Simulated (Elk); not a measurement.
Elk run on CdS (P6_3mc, 4 atoms in the cell): self-consistent single point.

Computed with revPBE, all-electron FP-LAPW, Elk's shipped species files, APW+lo basis with extra local orbitals run with Elk.

The change in words: lattice scaled by 1.03; rgkmax: 7.5 → 5.81. Reference geometry:
```
CdS
1.0
    4.13700     0.00000     0.00000
   -2.06850     3.58275     0.00000
    0.00000     0.00000     6.71440
Cd S
2 2
Direct
  0.66667   0.33333   0.00000
  0.33333   0.66667   0.50000
  0.66667   0.33333   0.37500
  0.33333   0.66667   0.87500
```

Reference input (self-consistent single point, DFT, revPBE, all-electron FP-LAPW, Elk's shipped species files, APW+lo basis with extra local orbitals): xctype = 21; rgkmax = 7.5; swidth = 0.00367493 Ha; ngridk = 4 4 2; gmaxvr = 16 1/bohr; nxlo = 2; lorbcnd = true; lmaxi = 3; maxscl = 100. This run's input differs from it in these lines:

```diff
@@ -7,3 +7,3 @@
 rgkmax
-  7.5
+  5.81
 
@@ -28,5 +28,5 @@
 avec
-    7.8177968734    0.0000000242    0.0000000000
-   -3.9088984576    6.7704106819    0.0000000000
-    0.0000000000    0.0000000000   12.6883770912
+    8.0523303323    0.0000001287    0.0000000000
+   -4.0261652776    6.9735225631    0.0000000000
+    0.0000000000    0.0000000000   13.0690284039
```

Log, with long lists cut:

```
│ Self-consistent loop started │
│ Loop number : 1 │
 total energy                :     -11995.2275668
│ Loop number : 2 │
 total energy                :     -11995.3602596
RMS change in Kohn-Sham potential (target) :   0.6323297674     (  0.1000000000E-05)
Absolute change in total energy (target)   :   0.1326928430     (  0.1000000000E-03)
│ Loop number : 3 │
 total energy                :     -11994.1486083
RMS change in Kohn-Sham potential (target) :   0.5538850913     (  0.1000000000E-05)
Absolute change in total energy (target)   :    1.178478169     (  0.1000000000E-03)
│ Loop number : 4 │
   [... lines left out ...]
Absolute change in total energy (target)   :   0.1265350373E-02 (  0.1000000000E-03)
│ Loop number : 12 │
 total energy                :     -11991.3671040
RMS change in Kohn-Sham potential (target) :   0.1730980334E-05 (  0.1000000000E-05)
Absolute change in total energy (target)   :   0.1672006019E-03 (  0.1000000000E-03)
│ Loop number : 13 │
 total energy                :     -11991.3671890
RMS change in Kohn-Sham potential (target) :   0.7405779273E-06 (  0.1000000000E-05)
Absolute change in total energy (target)   :   0.4319853906E-04 (  0.1000000000E-03)
Convergence targets achieved

│ Loop number : 14 │

Energies :
 Fermi                       :     0.822271545605E-01
 total energy                :     -11991.3672179

Density of states at Fermi energy :   0.3835919781
 (states/Hartree/unit cell)

Estimated indirect band gap :   0.3693906333E-01
 from k-point      1 to k-point      1
Estimated direct band gap   :   0.3693906333E-01
 at k-point      1

Charges :
 core                        :    80.00000000
 valence                     :    48.00000000
 interstitial                :    5.987418953
 muffin-tins (core leakage)
  species :    1 (Cd)
   atom    1                 :    46.55656140     (  0.2481678926E-03)
   atom    2                 :    46.55656140     (  0.2481678926E-03)
  species :    2 (S)
   atom    1                 :    14.44972912     (  0.6802378770E-04)
   atom    2                 :    14.44972912     (  0.6802378770E-04)
 total in muffin-tins        :    122.0125810
 total calculated charge     :    127.9909310
 total charge                :    128.0000000
 error                       :   0.9068986231E-02

│ Self-consistent loop stopped │
```

The run converged in 14 iterations. The count includes the last loop, which Elk runs after its targets are met. Against the reference run the gap on the mesh goes from 1.275 to 1.005 eV.

The starting cell comes from a database of published, mostly measured structures (it also holds non-ambient and calculated ones), without a prior relaxation at this level. For this run, on top of that: lattice scaled by 1.03. Values depend on the basis (sphere radii, cutoffs, local orbitals), which need not be converged.
